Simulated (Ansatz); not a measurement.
Take HgTe in the zinc blende structure (space group F-43m, No. 216; a = 6.510 Å) as the base.

All numbers come from Kohn–Sham DFT with the PBEsol functional, run in Ansatz (a program for electronic structure) with PAW and 420 eV plane waves, no SOC.

Before the change:

```
Item        Value
--------  -------
Pressure  0.0 GPa
Band gap     zero
```

The change: the cell is scaled by 0.9750 in all directions; the atoms relax in the strained cell.

How does this affect the pressure, energy relative to the base and band gap?

The pressure goes from zero to 3.9 GPa; the energy goes up by 28 meV/atom; the band gap stays zero.

A case with no gap was solved on a k-mesh chosen for an insulator, which is coarse for it. Spin-orbit coupling, missing from the scalar runs, can matter with Hg and Te. No phonon test of stability was made. The final runs are not spin-polarised. The zero or small gap of HgTe can change with the level of theory.
